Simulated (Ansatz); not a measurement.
Base system: Al in the fcc (Cu type) structure (space group Fm-3m, No. 225; a = 3.984 Å; relaxed with 0.1 eV smearing). Axes: x, y, z lie along the cube axes.

The values are results of LDA in Ansatz (plane waves to 420 eV, PAW, no spin-orbit coupling), not measurements.

Before the change:

| Property | Value |
|---|---|
| Shortest interatomic distance | 2.817 Å |
| Pressure | 0.0 GPa |

Modification: the cell is compressed by 2.50 % along z with no lateral relaxation, atoms relaxed at fixed cell.

Question: Estimate the effect on the energy relative to the base, shortest interatomic distance and pressure.

Answer: The energy rises by 3.8 meV/atom; the shortest interatomic distance drops by 0.035 Å (2.817 Å → 2.782 Å); the pressure (mean of the normal stresses, compression positive) goes from zero to 2.3 GPa.

The cells carry an imposed strain or load. Stability against distortions was not tested.

Ansatz is an electronic-structure program.
